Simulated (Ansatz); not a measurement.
The starting structures come from a database of crystals and need not be the phases stable at ambient conditions.

By PBEsol, the system below comes out a metal.

The ballistic (Sharvin) conductance counts the channels at the Fermi level: G/A = (e²/h) × channels of both spins per area.

Given:

```yaml
crystal:
  lattice:
    - [5.36612, 0.00000, 0.00000]
    - [-2.68306, 4.64720, 0.00000]
    - [2.68306, 1.54907, 4.38142]
  atoms:
    - { symbol: Hf, position: [0.00000, 0.50000, 0.50000] }
    - { symbol: Hf, position: [0.50000, 0.25000, 0.25000] }
    - { symbol: W, position: [0.75000, 0.87500, 0.37500] }
    - { symbol: W, position: [0.25000, 0.87500, 0.87500] }
    - { symbol: W, position: [0.75000, 0.87500, 0.87500] }
    - { symbol: W, position: [0.25000, 0.37500, 0.87500] }
```

Space group of this cell: Fd-3m, cubic Laves (MgCu2 type). The cell is taken as given; by PBEsol its mean pressure is -4.2 GPa.

The current flows along the normal of the first two printed cell vectors, the (111) plane of the conventional cell. No spin-orbit coupling; the value is a mean over 0.1 eV about the Fermi level.

Predict the ballistic conductance per area from PBEsol in Ansatz (a first-principles code).

0.50 × 10¹⁵ S/m² for both spins.
